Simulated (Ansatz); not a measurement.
# Hypothetical P4_2/mnm BP, pressure series

The reference is BP (space group P4_2/mnm, No. 136; a = 5.5323 Å, c = 3.1873 Å; a hypothetical phase, not in the database extracts checked).

Cell and atoms are relaxed at each pressure.

Levels (all Ansatz, a program for electronic structure, PAW): PBEsol (420 eV, no spin-orbit coupling); HSE06 (420 eV, without spin-orbit coupling).

Band gaps by level, all at the geometries relaxed with PBEsol:

| case | PBEsol | HSE06 |
|---|---|---|
| base | 0.26 eV | 1.05 eV |
| pressure −2 GPa | 0.31 eV | 1.10 eV |
| pressure −1 GPa | 0.29 eV | 1.07 eV |
| pressure 0.7 GPa | 0.25 eV | 1.03 eV |
| pressure 1.5 GPa | 0.23 eV | 1.01 eV |
| pressure 3 GPa | 0.19 eV | 0.97 eV |
| pressure 7.5 GPa | 0.09 eV | 0.86 eV |
| pressure 10 GPa | zero | 0.81 eV |

Single points use the geometry relaxed with PBEsol. The hybrid gap comes from the SCF mesh plus the semilocal run's edge points and a few special points and is an upper bound. Load acts through the strain it causes; cell and atoms are relaxed under it. No phonon test of stability was made. Competing high-pressure phases were not computed. All final runs are without spin polarisation. Gaps under 0.05 eV, about the width of the smearing, are given as zero. The zero or small gap of BP can change with the level of theory.
